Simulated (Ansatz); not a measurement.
Output of an Ansatz run (abridged):

```
WARN basis.ecutwfc = 420 eV, the default
WARN ansatz: RAYON_NUM_THREADS=1 ignored (pool sized by the plan → 1); use --threads N
Pseudopotentials: kind: paw
Pseudopotential: Tl, paw, valence charge 13
Pseudopotential: Pb, paw, valence charge 14
Pseudopotential: F, paw, valence charge 7
Crystal: 20 atoms, lattice volume = 383.607 Å³
Basis set: ecut = 420 eV, 7495 PW (Γ), exchange–correlation on 90×128×90 points (8 copies of the dense FFT grid, shifted against one another)
Bands: 116, of which v1, the nominal top of the filled ones, is band 96 counted from 1 (95 counted from 0)
Symmetry: 8 space group operations
Space group: Pnma (ITA 62), of the structure as read, at distance tolerance 7.3e-5 Å
k-points: 8 of 18
Initial density: superposition of atomic densities (neutral atoms: chi_scale 0, normalization atom), corrected by the library's trained network
Initial wavefunctions: pseudopotential atomic-orbital guess
Eigensolver: davidson
Functional: x = pbe(κ = 0.804, μ = 0.2195149727645171), c = pbe(β = 0.06672455060314922)
SCF iter   1: F=—  HF=-103109.492126 eV  |F-HF|=—  |Δ(HF+E_count)|=         —  Δρ=1.68e-3  dr2=5.98e-3  ethr=1.77e-3  ⟨swp⟩=6.4  Hψ=3523  notcnv=0  defer=3
all-band conjugate gradients solve this SCF's bands
preconditioner: auto → Resta (q_TF=auto, 2.431 Å⁻¹)
SCF iter   2: F=—  HF=-103109.499085 eV  |F-HF|=—  |Δ(HF+E_count)|=   6.96e-3  Δρ=8.27e-4  dr2=1.12e-3  ethr=3.11e-6  ⟨swp⟩=2.4  Hψ=1849  notcnv=0  defer=5
SCF iter   3: F=—  HF=-103109.499495 eV  |F-HF|=—  |Δ(HF+E_count)|=   4.10e-4  Δρ=3.09e-4  dr2=3.45e-4  ethr=5.84e-7  ⟨swp⟩=2.0  Hψ=1532  notcnv=0  defer=5
SCF iter   4: F=—  HF=-103109.499499 eV  |F-HF|=—  |Δ(HF+E_count)|=   4.13e-6  Δρ=8.64e-5  dr2=3.46e-5  ethr=1.80e-7  ⟨swp⟩=2.0  Hψ=1547  notcnv=0  defer=5
SCF iter   5: F=—  HF=-103109.499576 eV  |F-HF|=—  |Δ(HF+E_count)|=   7.71e-5  Δρ=4.25e-5  dr2=6.72e-6  ethr=1.80e-8  ⟨swp⟩=2.0  Hψ=1540  notcnv=0  defer=5
SCF iter   6: F=—  HF=-103109.499578 eV  |F-HF|=—  |Δ(HF+E_count)|=   1.52e-6  Δρ=3.05e-5  dr2=2.25e-6  ethr=3.50e-9  ⟨swp⟩=2.0  Hψ=1584  notcnv=0  defer=5
SCF iter   7: F=-103109.499577 eV  HF=-103109.499577 eV  |F-HF|=1.45e-7  |Δ(HF+E_count)|=   4.06e-7  Δρ=4.27e-6  dr2=4.71e-8  ethr=5.21e-11  ⟨swp⟩=9.1  Hψ=5330  notcnv=0
SCF 1 converged in 7 iterations: F = -103109.499577 eV  dr2 = 4.71e-8
SCF converged after 7 iterations
Free energy (F): -103109.499577 eV
Harris-Foulkes:  -103109.499577 eV  (|F-HF|=1.45e-7)
Internal energy: -103109.499577 eV  (E = F + TS)
E sigma→0 (E₀):  -103109.499577 eV
Fermi energy:    8.096359 eV
--- Per-component energies (eV) ---
  E_band       = -705.169785
  E_kinetic    = 4964.956947
  E_local      = -15693.053359  (includes V_loc(G=0)·N_el)
  E_nonlocal   = 3557.106679
  E_hartree    = 5992.382852
  E_xc         = -2777.015020
  E_vxc        = -2339.221156  (∫ρ·V_xc dr)
  E_paw        = -84659.794651  (= ΣΔE_a)
  E_vpaw       = -3179.751508  (= ΣTr[D̂ρ^β])
  E_aug_tail   = 0.024982  (compensation charges beyond the density's cutoff)
  E_ewald      = -14494.108008
  E_smearing   = -0.000000  (= −TS)
  E_closure    = -0.000000  (closes the sum)
  Σ components = -103109.499577   (vs F -103109.499577, Δ=0.00e0)
--- Forces (eV/Å), atoms counted from 1 ---
  atom   1  Tl    -0.06328453    -0.00000000     0.04354784
  atom   2  Tl    -0.06328453     0.00000000    -0.04354784
  atom   3  Tl     0.06328453     0.00000000    -0.04354784
  atom   4  Tl     0.06328453     0.00000000     0.04354784
  atom   5  Pb     0.00000000     0.00000000     0.00000000
  atom   6  Pb     0.00000000     0.00000000    -0.00000000
  atom   7  Pb     0.00000000    -0.00000000     0.00000000
  atom   8  Pb     0.00000000     0.00000000     0.00000000
  atom   9  F      0.10779688    -0.00000000     0.37795568
  atom  10  F      0.10779688    -0.00000000    -0.37795568
  atom  11  F     -0.10779688    -0.00000000    -0.37795568
  atom  12  F     -0.10779688    -0.00000000     0.37795568
  atom  13  F      0.12166083     0.25156336    -0.24278173
  atom  14  F      0.12166083    -0.25156336     0.24278173
  atom  15  F     -0.12166083     0.25156336     0.24278173
  atom  16  F     -0.12166083    -0.25156336    -0.24278173
  atom  17  F     -0.12166083    -0.25156336     0.24278173
  atom  18  F     -0.12166083     0.25156336    -0.24278173
  atom  19  F      0.12166083    -0.25156336    -0.24278173
  atom  20  F      0.12166083     0.25156336     0.24278173
  max |Σ_I F_I| component: 5.55e-17 eV/Å
--- Stress (GPa, compression-positive) ---
        8.223811       0.000000       0.000000
        0.000000       8.992027       0.000000
        0.000000       0.000000       8.498594
  P = ⅓ Tr σ = 8.5715 GPa (85.715 kbar)
  The stress holds the Pulay correction. Without it, at fixed plane waves, as pw.x and ABINIT print it: P = 8.1885 GPa
--- Band table (eV; the first three rows and the last of 8) ---
  k-point 0: bands = ["-16.2758", "-16.2066", "-16.1175", "-16.0902", "-16.0832", "-16.0670", "-16.0417", "-16.0344", "-16.0313", "-16.0193", "-15.9995", "-15.9835", "-9.1230", "-9.1214", "-9.1204", "-8.9931", "-8.9905", "-8.9879", "-8.9792", [...]
  k-point 1: bands = ["-16.2329", "-16.1639", "-16.1506", "-16.0763", "-16.0763", "-16.0676", "-16.0646", "-16.0531", "-16.0464", "-16.0356", "-15.9977", "-15.9897", "-9.0871", "-9.0213", "-9.0096", "-9.0071", "-8.9860", "-8.9799", "-8.9749", [...]
  k-point 2: bands = ["-16.2381", "-16.2381", "-16.0874", "-16.0874", "-16.0610", "-16.0610", "-16.0439", "-16.0439", "-16.0299", "-16.0299", "-16.0167", "-16.0167", "-9.1209", "-9.1209", "-8.9902", "-8.9902", "-8.9791", "-8.9791", "-8.9691", [...]
  k-point 7: bands = ["-16.1790", "-16.1790", "-16.1364", "-16.1364", "-16.0583", "-16.0583", "-16.0459", "-16.0459", "-16.0331", "-16.0331", "-16.0251", "-16.0251", "-9.0373", "-9.0373", "-8.9798", "-8.9798", "-8.9748", "-8.9748", "-8.9718", [...]
```

The structure:

```xyz
20
Lattice="6.4854 0.0000 0.0000 0.0000 9.1509 0.0000 0.0000 0.0000 6.4638" Properties=species:S:1:pos:R:3 pbc="T T T"
Tl     3.1629     2.2877     6.4095
Tl     6.4056     2.2877     3.2862
Tl     3.3225     6.8632     0.0543
Tl     0.0798     6.8632     3.1776
Pb     0.0000     0.0000     0.0000
Pb     3.2427     4.5755     3.2319
Pb     0.0000     4.5755     0.0000
Pb     3.2427     0.0000     3.2319
F      0.2030     2.2877     0.3788
F      3.4457     2.2877     2.8531
F      6.2824     6.8632     6.0850
F      3.0397     6.8632     3.6107
F      1.8678     4.9140     1.3768
F      5.1105     8.8123     1.8551
F      4.6176     0.3386     5.0870
F      1.3749     4.2369     4.6087
F      4.6176     4.2369     5.0870
F      1.3749     0.3386     4.6087
F      1.8678     8.8123     1.3768
F      5.1105     4.9140     1.8551
```

Problem. Reconstruct the input of this run.

Solution. Other spellings and defaults could give the same log, and not every line can be read from it. The input that was run (DFT, PBE, plane waves, default PAW files):

Ansatz 0.2 input:
```yaml
# TlPbF3
crystal:
  lattice:
    - [6.48540800, 0.00000000, 0.00000000]
    - [0.00000000, 9.15090300, 0.00000000]
    - [0.00000000, 0.00000000, 6.46376000]
  atoms:
    - { symbol: Tl, position_ang: [3.16293348, 2.28772575, 6.40946442] }
    - { symbol: Tl, position_ang: [6.40563748, 2.28772575, 3.28617558] }
    - { symbol: Tl, position_ang: [3.32247452, 6.86317725, 0.05429558] }
    - { symbol: Tl, position_ang: [0.07977052, 6.86317725, 3.17758442] }
    - { symbol: Pb, position_ang: [0.00000000, 0.00000000, 0.00000000] }
    - { symbol: Pb, position_ang: [3.24270400, 4.57545150, 3.23188000] }
    - { symbol: Pb, position_ang: [0.00000000, 4.57545150, 0.00000000] }
    - { symbol: Pb, position_ang: [3.24270400, 0.00000000, 3.23188000] }
    - { symbol: F, position_ang: [0.20299327, 2.28772575, 0.37877634] }
    - { symbol: F, position_ang: [3.44569727, 2.28772575, 2.85310366] }
    - { symbol: F, position_ang: [6.28241473, 6.86317725, 6.08498366] }
    - { symbol: F, position_ang: [3.03971073, 6.86317725, 3.61065634] }
    - { symbol: F, position_ang: [1.86779750, 4.91403491, 1.37678088] }
    - { symbol: F, position_ang: [5.11050150, 8.81231959, 1.85509912] }
    - { symbol: F, position_ang: [4.61761050, 0.33858341, 5.08697912] }
    - { symbol: F, position_ang: [1.37490650, 4.23686809, 4.60866088] }
    - { symbol: F, position_ang: [4.61761050, 4.23686809, 5.08697912] }
    - { symbol: F, position_ang: [1.37490650, 0.33858341, 4.60866088] }
    - { symbol: F, position_ang: [1.86779750, 8.81231959, 1.37678088] }
    - { symbol: F, position_ang: [5.11050150, 4.91403491, 1.85509912] }
kpoints:
  mp_grid: { grid: [3, 2, 3] }
hamiltonian:
  xc: pbe
  pseudopotentials: { kind: paw }
scf:
  occupations: { method: gaussian, width: 0.1 }
output:
  forces: true
  eigenvalues: true
  stress: true
```

The starting cell was generated: these elements placed on a structure prototype, without a prior relaxation; it need not be a known phase or ordering of this composition. Spin-orbit coupling is off. With a pressure of about 9 GPa the cell is away from its equilibrium volume at this level. Ansatz's pressure includes its estimate of the finite-basis (Pulay) stress.

Ansatz is a quantum-chemistry and plane-wave program.
